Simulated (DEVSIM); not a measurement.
Device: Ru/SiO2/n-Ge capacitor, at 250 K.

| layer (left to right) | material | thickness (nm) | Nd (cm⁻³) |
|---|---|---|---|
| 1 | SiO2 | 1.80 | - |
| 2 | Ge | 1900 | 9.9e16 |

Metal gate on the left, work function 4.7 eV. Fixed charge at the semiconductor interface 0 cm⁻² (in units of +e); interface traps 2.4e11 cm⁻² eV⁻¹, uniform in energy, neutral level at 0.3 of the gap above the valence band.

The device is made up for the run: typed textbook-type constants, with dimensions and the other settings drawn at random. Values at 300 K; Nc and Nv go as T^1.5, mobilities as T to minus their exponent, the gap by Varshni's rule with the affinity fixed.

```tsv
parameter	SiO2	Ge
gap (eV)	9	0.664
affinity (eV)	0.9	4
permittivity	3.9	16
Nc (cm⁻³)	-	1.04e19
Nv (cm⁻³)	-	6e18
Varshni α (eV/K)	-	0.000477
Varshni β (K)	-	235
```

Model (solved in DEVSIM): 1D Poisson equation in equilibrium, Boltzmann statistics, complete ionisation; no quantum confinement or tunnelling. Metal contacts follow the ideal Schottky-Mott rule: no Fermi-level pinning, no interface dipoles.

### Question
Tabulate band edges, carrier densities and field at 0.25 V on the gate.

### Answer
Energies count from the Fermi level of the right contact; mesh points crowd at the junctions.

```
x (μm)     Ec (eV)  Ev (eV)  n (cm⁻³)  p (cm⁻³)  field (V/cm)
---------  -------  -------  --------  --------  ------------
0.000        3.550   -5.450     < 1e2     < 1e2       -310000
0.0007184    3.527   -5.473     < 1e2     < 1e2       -310000
0.001318     3.509   -5.491     < 1e2     < 1e2       -310000
0.002111     0.391   -0.291    1.0e11    6.1e12        -79000
0.004189     0.375   -0.307    2.1e11    2.9e12        -76000
0.007394     0.351   -0.331    6.5e11    9.6e11        -73000
0.01394      0.306   -0.376    5.3e12    1.2e11        -65000
0.03271      0.203   -0.479    6.3e14     9.9e8        -44000
0.06376      0.117   -0.566    3.5e16     1.8e7        -14000
0.1207       0.095   -0.588    9.7e16   6400000          -310
0.2371       0.094   -0.588    9.9e16   6300000           ≈ 0
0.5708       0.094   -0.588    9.9e16   6300000           ≈ 0
1.044        0.094   -0.588    9.9e16   6300000           ≈ 0
1.466        0.094   -0.588    9.9e16   6300000           ≈ 0
1.722        0.094   -0.588    9.9e16   6300000           ≈ 0
1.811        0.094   -0.588    9.9e16   6300000           ≈ 0
1.855        0.094   -0.588    9.9e16   6300000           ≈ 0
1.878        0.094   -0.588    9.9e16   6300000           ≈ 0
1.893        0.094   -0.588    9.9e16   6300000           ≈ 0
1.898        0.094   -0.588    9.9e16   6300000           ≈ 0
1.900        0.094   -0.588    9.9e16   6300000           ≈ 0
1.902        0.094   -0.588    9.9e16   6300000           ≈ 0
```
